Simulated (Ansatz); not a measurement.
**InAs, response to strain**

The reference is InAs in the zinc blende structure (space group F-43m, No. 216; a = 6.087 Å). Axes: x, y, z lie along the cube axes.

Strains are applied to the cell and any free atomic positions relax.

All numbers come from PBEsol (Ansatz, a program for electronic structure, PAW, no SOC).

Candidates:
(a) uniaxial strain ε_xx = −0.62 %
(b) isotropic strain −4.59 %
(c) isotropic strain +1.71 %
(d) strain tensor (xx, yy, zz, yz, xz, xy) = (+1.82, −0.22, −0.76, −0.46, −1.28, −0.69) %

Notes on the quantities. energy relative to the base: free energy F.

**Question.** Order them by energy relative to the base, highest first.

**Answer.** (b) isotropic strain −4.59 % (+111 meV/atom), (c) isotropic strain +1.71 % (+12 meV/atom), (d) strain tensor (xx, yy, zz, yz, xz, xy) = (+1.82, −0.22, −0.76, −0.46, −1.28, −0.69) % (+4.2 meV/atom), (a) uniaxial strain ε_xx = −0.62 % (+0.3 meV/atom)…

A case with no gap was solved on a k-mesh chosen for an insulator, which is coarse for it. Whether these cells are dynamically stable was not tested. All final runs are without spin polarisation.
